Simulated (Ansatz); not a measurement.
Effective masses and thermopower of SnO$_{2}$ under load (space group P4_2/mnm)

Input:

```yaml
crystal:
  lattice:
    - [4.87754, 0.00000, 0.00000]
    - [0.00000, 4.87754, 0.00000]
    - [0.00000, 0.00000, 3.16488]
  atoms:
    - { symbol: Sn, position: [0.00000, 0.00000, 0.00000] }
    - { symbol: Sn, position: [0.50000, 0.50000, 0.50000] }
    - { symbol: O, position: [0.30662, 0.30662, 0.00000] }
    - { symbol: O, position: [0.69338, 0.69338, 0.00000] }
    - { symbol: O, position: [0.80662, 0.19338, 0.50000] }
    - { symbol: O, position: [0.19338, 0.80662, 0.50000] }
```

Calculation: r2SCAN, rigid bands (plane waves, PAW, scalar-relativistic; Ansatz, a program for electronic structure). Condition of this run: biaxial stress in the c plane of -6 GPa (compression positive) (the target of the relaxation). How the cell was made: cell and atoms relaxed with PBEsol, then loaded as said.

The band gap is 1.48 eV and the electron conductivity mass (300 K, dilute) comes out as 0.23 (x), 0.23 (y), 0.194 (z) mₑ. The hole conductivity mass (300 K, dilute) is 1.46 (x), 1.46 (y), 2.2 (z) mₑ and the effective density of states N_c (300 K) is 2.3e18 cm⁻³. The effective density of states N_v (300 K) is 5.0e19 cm⁻³, the density-of-states mass, electrons comes out as 0.20 mₑ and the density-of-states mass, holes is 1.58 mₑ. The Seebeck coefficient, n-type 1e19 cm⁻³, 300 K is -123 μV/K. The best n-type power factor at 300 K for τ = 10 fs (best axis; densities from 1e16 to 1e21 cm⁻³ tried, whether or not they can be reached) is 2.2 μW/(cm·K²) at 1e19 cm⁻³. The Seebeck coefficient, p-type 1e19 cm⁻³, 300 K is 356 μV/K and the best p-type power factor at 300 K for τ = 10 fs (best axis; densities from 1e16 to 1e21 cm⁻³ tried, whether or not they can be reached) is 5.5 μW/(cm·K²) at 1e20 cm⁻³.

Rigid bands; masses and Seebeck coefficients take one relaxation time τ for all states and one kind of carrier; polarons and phonon drag are left out. Spin-orbit coupling is left out; where it splits the top of the valence band, N_v and the p-type Seebeck coefficient come out somewhat high without it. Geometry: cell and atoms relaxed with PBEsol.
